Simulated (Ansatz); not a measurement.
# As (model structure, started from the C4 type, I4₁32, No. 214, 4 atoms in the cell)

The numbers are results of PBEsol in Ansatz (plane waves, PAW), not measurements.

Run with plane-wave cutoff 520 eV, 14×14×14 k mesh, Fermi–Dirac smearing 0.05 eV, scalar-relativistic PAW data made under PBE.

Cell (relaxed at this level):

```cif
data_As8
_chemical_formula_sum 'As8'
_space_group_name_H-M_alt 'I4132'
_space_group_IT_number 214
_space_group_name_Hall 'I 4bd 2c 3'
_cell_length_a 6.90255
_cell_length_b 6.90255
_cell_length_c 6.90255
_cell_angle_alpha 90.000
_cell_angle_beta 90.000
_cell_angle_gamma 90.000
loop_
_atom_site_label
_atom_site_type_symbol
_atom_site_symmetry_multiplicity
_atom_site_Wyckoff_symbol
_atom_site_fract_x
_atom_site_fract_y
_atom_site_fract_z
_atom_site_occupancy
As1 As 8 a 0.12500 0.12500 0.12500 1
```
(The calculation used a cell of 4 atoms; values per cell refer to that cell.)

```yaml
band_gap: none
bulk modulus B0: 32.4 GPa
```

Note: the bulk modulus is −V dP/dV from two relaxed cells at ±2 % in volume; the relaxation could raise the start's symmetry but not lower it, so the cell can be a saddle point.

Spin–orbit coupling is not included.

Computed values are for the static lattice.

Computing time: about 5 core-minutes (a rough figure).

A model structure was made by putting elements into a prototype or built by hand; it is no filed structure, need not be a known phase, and can be a saddle point held by its symmetry.

Ansatz is an electronic-structure program.
